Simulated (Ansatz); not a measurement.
Take V in the bcc (W type) structure (space group Im-3m, No. 229; a = 2.997 Å) as the base.

(Cell as relaxed with PBE.)

Levels (all Ansatz, an electronic-structure program, PAW): PBE (420 eV, no spin-orbit coupling); PBEsol (420 eV, without spin-orbit coupling).

Each level relaxes its own structure.

```tsv
base	PBE	PBEsol
volume per atom	13.46 Å³	12.95 Å³
lattice parameter a	299.7 pm	295.9 pm
band gap	zero	zero
```

One thing is altered: a fraction x = 0.75 of the V sites is given to Ta, ordered in a cell of 4 atoms (starting symmetry P4/mmm) and fully relaxed.

```tsv
quantity	PBE	PBEsol
shortest interatomic distance	276.3 pm	273.1 pm
deviation of the volume from the linear (Vegard-type) interpolation	+0.3 %	+0.3 %
mixing energy (to 0.01 eV only: unlike meshes or grids)	+0.02 eV/atom	+0.03 eV/atom
```

PBE's shortest interatomic distance lies 3.2 pm above PBEsol's (1.2 %); the two agree on the deviation of the volume from the linear. Neither level is exact; PBEsol is the comparison here, not a measurement.

Each cell is one ordered arrangement of few atoms, which overstates ordering effects compared with a random alloy. No phonon test of stability was made. Seeded moments were not kept for x(Ta) = 0.75, 4 atoms, P4/mmm and the base. The final runs are not spin-polarised.
